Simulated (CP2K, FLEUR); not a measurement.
A FLEUR input for a self-consistent single point of BiO2 (P4_2/mnm, 6 atoms in the cell) (DFT, LDA (Vosko-Wilk-Nusair), all-electron FLAPW (FLEUR), scalar-relativistic valence):

Input of the input generator:

```
BiO2 FLAPW
&input film=f /
1.0000000000 0.0000000000 0.0000000000
0.0000000000 1.0000000000 0.0000000000
0.0000000000 0.0000000000 0.6910655690
9.4221801266
1.0 1.0 1.0

6
83 0.5000000000 0.5000000000 0.0000000000
83 -0.0000000000 0.0000000000 0.5000000000
8 0.6920600000 0.3079400000 0.5000000000
8 0.3079400000 0.6920600000 0.5000000000
8 0.1920600000 0.1920600000 -0.0000000000
8 0.8079400000 0.8079400000 -0.0000000000

&comp jspins=1 /
&exco xctyp='vwn' /
&kpt div1=6 div2=6 div3=9 gamma=t /
&end /
```

```xml
<?xml version="1.0" encoding="UTF-8" standalone="no"?>
<fleurInput fleurInputVersion="0.39">
   <comment>
      BiO2 FLAPW                                                                                          
   </comment>
   <calculationSetup>
      <cutoffs Kmax="4.4" Gmax="13.2" GmaxXC="13.2" numbands="0"/>
      <scfLoop itmax="60" minDistance="0.00001" maxIterBroyd="25" imix="Anderson" alpha="0.05" precondParam="0.0" spinf="2.0"/>
      <coreElectrons ctail="T" frcor="F" kcrel="0" coretail_lmax="0"/>
      <xcFunctional name="vwn" relativisticCorrections="F"/>
      <magnetism jspins="1"/>
      <soc l_soc="F" theta="0.0" phi="0.0" spav="F"/>
      <expertModes spex="0" secvar="F"/>
      <geometryOptimization l_f="T" forcealpha="1.0" forcemix="BFGS" epsdisp="0.00001" epsforce="0.00001"/>
      <ldaU l_linMix="F" mixParam="0.05" spinf="1.0"/>
   </calculationSetup>
   <cell>
      <bzIntegration valenceElectrons="54.0" mode="gauss" fermiSmearingEnergy="0.00183747">
         <kPointListSelection listName="default-1"/>
         <!-- k-points included here -->
         <xi:include xmlns:xi="http://www.w3.org/2001/XInclude" href="kpts.xml"> </xi:include>
      </bzIntegration>
      <!-- symmetry operations included here -->
      <xi:include xmlns:xi="http://www.w3.org/2001/XInclude" href="sym.xml"> </xi:include>
      <bulkLattice scale="1.0">
         <bravaisMatrix>
            <row-1>    9.4221801266000007     0.0000000000000000     0.0000000000000000</row-1>
            <row-2>    0.0000000000000000     9.4221801266000007     0.0000000000000000</row-2>
            <row-3>    0.0000000000000000     0.0000000000000000     6.5113442704093218</row-3>
         </bravaisMatrix>
      </bulkLattice>
   </cell>
   <atomSpecies>
      <species name="Bismuth (Bi)" element="Bi" atomicNumber="83">
         <mtSphere radius="2.45" gridPoints="847" logIncrement="0.016"/>
         <atomicCutoffs lmax="10" lnonsphr="8"/>
         <electronConfig flipSpins="F">
            <coreConfig>(1s1/2) (2s1/2) (2p1/2) (2p3/2) (3s1/2) (3p1/2) (3p3/2) (4s1/2) (3d3/2) (3d5/2) (4p1/2) (4p3/2) (5s1/2) (4d3/2) (4d5/2) (5p1/2) (5p3/2) (4f5/2) (4f7/2)</coreConfig>
            <valenceConfig>(6s1/2) (5d3/2) (5d5/2) (6p1/2) (6p3/2)</valenceConfig>
            <stateOccupation state="(6p1/2)" spinUp="0.5" spinDown="0.5"/>
            <stateOccupation state="(6p3/2)" spinUp="1.0" spinDown="1.0"/>
         </electronConfig>
         <energyParameters s="6" p="6" d="6" f="5"/>
         <lo type="SCLO" l="2" n="5" eDeriv="0"/>
      </species>
      <species name="Oxygen (O)" element="O" atomicNumber="8">
         <mtSphere radius="1.38" gridPoints="477" logIncrement="0.022"/>
         <atomicCutoffs lmax="6" lnonsphr="4"/>
         <electronConfig flipSpins="F">
            <coreConfig>(1s1/2)</coreConfig>
            <valenceConfig>(2s1/2) (2p1/2) (2p3/2)</valenceConfig>
            <stateOccupation state="(2p1/2)" spinUp="0.6666666666667" spinDown="0.6666666666667"/>
            <stateOccupation state="(2p3/2)" spinUp="1.3333333333333" spinDown="1.3333333333333"/>
         </electronConfig>
         <energyParameters s="2" p="2" d="3" f="4"/>
      </species>
   </atomSpecies>
   <atomGroups>
      <atomGroup species="Bismuth (Bi)">
         <relPos label="                   1">1.000/2.000 1.000/2.000 .0000000000</relPos>
         <relPos label="                   2">.0000000000 .0000000000 1.000/2.000</relPos>
         <force calculate="T" relaxXYZ="TTT"/>
      </atomGroup>
      <atomGroup species="Oxygen (O)">
         <relPos label="                   3">-.3079400000 .3079400000 1.000/2.000</relPos>
         <relPos label="                   4">.3079400000 -.3079400000 1.000/2.000</relPos>
         <relPos label="                   5">.1920600000 .1920600000 .0000000000</relPos>
         <relPos label="                   6">-.1920600000 -.1920600000 .0000000000</relPos>
         <force calculate="T" relaxXYZ="TTT"/>
      </atomGroup>
   </atomGroups>
   <output dos="F" band="F" slice="F">
      <checks vchk="F" cdinf="F"/>
      <bandDOS minEnergy="-.5*Htr" maxEnergy="0.5*Htr" sigma="0.015" storeEVData="T"/>
      <vacuumDOS vacdos="F" integ="F" star="F" nstars="0" locx1="0.0" locy1="0.0" locx2="0.0" locy2="0.0" nstm="0" tworkf="0.0"/>
      <unfoldingBand unfoldBand="F" supercellX="1" supercellY="1" supercellZ="1"/>
      <plotting iplot="0" polar="F">
         <plot TwoD="T" vec1="  1.0  0.0  0.0" vec2="  0.0  1.0  0.0" vec3="  0.0  0.0  1.0" zero="  0.0  0.0  0.0" file="plot"/>
      </plotting>
      <chargeDensitySlicing numkpt="0" minEigenval="0.0" maxEigenval="0.0" nnne="0" pallst="F"/>
      <specialOutput eonly="F"/>
      <magneticCircularDichroism mcd="F" energyLo="-10.0" energyUp="0.0"/>
   </output>
  <!-- We include the file relax.xml here to enable relaxations (see documentation) -->
  <xi:include xmlns:xi="http://www.w3.org/2001/XInclude" href="relax.xml"> <xi:fallback/> </xi:include>
</fleurInput>
```

Q: Write the same calculation as an input for CP2K.

A: One input that does it (others would too):

```
&GLOBAL
  PROJECT run
  RUN_TYPE ENERGY_FORCE
  PRINT_LEVEL MEDIUM
&END GLOBAL
&FORCE_EVAL
  METHOD Quickstep
  STRESS_TENSOR ANALYTICAL
  &DFT
    BASIS_SET_FILE_NAME BASIS_MOLOPT
    POTENTIAL_FILE_NAME GTH_POTENTIALS
    &QS
      METHOD GPW
      EPS_DEFAULT 1E-10
    &END QS
    &MGRID
      CUTOFF 450
      REL_CUTOFF 50
      NGRIDS 5
    &END MGRID
    &SCF
      SCF_GUESS ATOMIC
      EPS_SCF 1E-7
      MAX_SCF 100
      ADDED_MOS 7
      &DIAGONALIZATION
        ALGORITHM STANDARD
      &END DIAGONALIZATION
      &MIXING
        METHOD BROYDEN_MIXING
        ALPHA 0.3
        NBUFFER 10
        BETA 1.5
      &END MIXING
      &SMEAR ON
        METHOD GAUSSIAN
        SIGMA [eV] 0.05
      &END SMEAR
    &END SCF
    &KPOINTS
      SCHEME MONKHORST-PACK 6 6 9
      GAMMA_CENTERED T
    &END KPOINTS
    &XC
      &XC_FUNCTIONAL PADE
      &END XC_FUNCTIONAL
    &END XC
    &PRINT
      &MO
        EIGENVALUES T
        OCCUPATION_NUMBERS T
        NDIGITS 8
        FILENAME mo
        &EACH
          QS_SCF 0
        &END EACH
        ADD_LAST NUMERIC
      &END MO
      &MULLIKEN ON
      &END MULLIKEN
    &END PRINT
  &END DFT
  &SUBSYS
    &CELL
      A 4.98600300 0.00000000 0.00000000
      B 0.00000000 4.98600300 0.00000000
      C 0.00000000 0.00000000 3.44565500
      PERIODIC XYZ
    &END CELL
    &COORD
      SCALED
      Bi       0.50000000     0.50000000     0.00000000
      Bi       0.00000000     0.00000000     0.50000000
      O        0.69206000     0.30794000     0.50000000
      O        0.30794000     0.69206000     0.50000000
      O        0.19206000     0.19206000     0.00000000
      O        0.80794000     0.80794000     0.00000000
    &END COORD
    &KIND Bi
      BASIS_SET DZVP-MOLOPT-SR-GTH-q5
      POTENTIAL GTH-PADE-q5
    &END KIND
    &KIND O
      BASIS_SET DZVP-MOLOPT-SR-GTH-q6
      POTENTIAL GTH-PADE-q6
    &END KIND
  &END SUBSYS
  &PRINT
    &FORCES ON
    &END FORCES
    &STRESS_TENSOR ON
    &END STRESS_TENSOR
  &END PRINT
&END FORCE_EVAL
```

Basis, cutoffs, solver keys and any potentials are the target program's own. This input uses DFT LDA (Pade form), GPW, DZVP-MOLOPT-SR-GTH basis, GTH-PADE potentials (GTH_POTENTIALS). LDA parametrisations can differ slightly between programs.

The starting cell comes from a database of computed structures (which also holds hypothetical and non-ambient phases and stackings), without a prior relaxation at this level. Its lattice was rescaled by a random factor within 2.5 % of one.
